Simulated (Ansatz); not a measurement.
# CuGaSe2: energy against strain

CuGaSe2 (chalcopyrite, I-42d, 22.644 Å³/atom and stress up to 0.01 GPa in the relaxed cell, c along z) under an equal strain ε in the (001) plane with the normal axis free, as in a coherent film. PBE in Ansatz, a plane-wave DFT program (PAW, default set), 420 eV, 8×8×8 Γ-centred mesh, Fermi-Dirac smearing 0.05 eV; ions are relaxed, or left where forces stay under 0.02 eV/Å, within the symmetry of each cell.

Here s stands for strain and y for E less E0.

```
strain (%)  E less E0 (meV/atom)
----------  --------------------
-1.50                       2.55
-0.75                       0.63
0.00                        0.00
0.75                        0.61
1.50                        2.39
3.00                           ?
```

Fit y of the 5 rows that show it with a parabola. Least squares gives y = 0.002 - 0.0453·s + 1.0971·s². Residuals (row less fit): 0.012, -0.023, -0.002, 0.025, -0.013; standard error 0.027 (degrees of freedom: 2). The quadratic coefficient over the volume, 1.0971 meV × 10⁴ × 0.1602 / 22.644 Å³, is the biaxial elastic modulus of this plane = 77.6 ± 0.9 GPa (± standard error of the fit, which holds the terms cut off).

Q: Predict the withheld y at s = 3.00 from the fit, and compare with the calculation.

A: y = 0.002 - 0.0453 × 3.00 + 1.0971 × 3.00² = 9.740 meV/atom. The calculation gives 9.27 meV/atom, 0.470 meV/atom below the prediction (5.1 % of the range of y in the table). The row lies outside the fitted rows, so this is an extrapolation. From the scatter of the fitted rows alone, a prediction at this place has a standard error of 0.110 meV/atom, so the miss is 4.3 times that.

A polynomial of degree 3 through the 8 other runs of the series gives 9.26 there, so most of the miss is curvature that the fit leaves out. This level leaves no gap over 0.05 eV at strain -0.75, 0.00, 0.75 %. Rows are the converged runs of the series near zero and its far end; series whose fitted rows scatter by over a few per cent of the range, as at a crossing or softening among them, aren't shown in this form, nor equations of state whose B0' disagrees with the runs' pressures. Most that stay on the fit to the last digits aren't either.
